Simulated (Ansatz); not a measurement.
Cost and result by functional for the surface energy of the (21-30) surface of hcp Cd in its 1x1 cell, outermost plane spacing 0.33 Å in the ideal cut, in Ansatz (plane waves, PAW). Single points on the PBE structure, on one kind of machine; costs are rough ratios of the slab run's core time (references not counted) to the cheapest single point. r2SCAN's cost holds its higher cutoff (500 against 420 eV). Differences are taken against r2SCAN for comparison alone: no measured value is at hand, so the table doesn't rank accuracy.

Model: 22-atom slab, 10.3 Å thick at the start (thin: gaps and levels are the slab's own), 7x5x1 mesh, Fermi-Dirac 0.1 eV, dipole correction, all atoms relaxed; held to the start's symmetry, so lower structures may exist; no spin, no spin-orbit, no U. These notes are the PBE run's.

| functional | relative cost | surface energy (J/m²) | less r2SCAN (J/m²) |
|---|---|---|---|
| PBEsol | 1 | 0.71 | 0.07 |
| LDA | 1 | 0.81 | 0.17 |
| RPBE | 1 | 0.29 | -0.35 |
| r2SCAN | 2 | 0.64 | 0.00 |
| PBE (the relaxed run's value) | – | 0.46 | -0.17 |

The values span 0.52 J/m², while the single points' costs differ by a factor of roughly 2. Differences are of unrounded values.

Ansatz is a quantum-chemistry and plane-wave program.
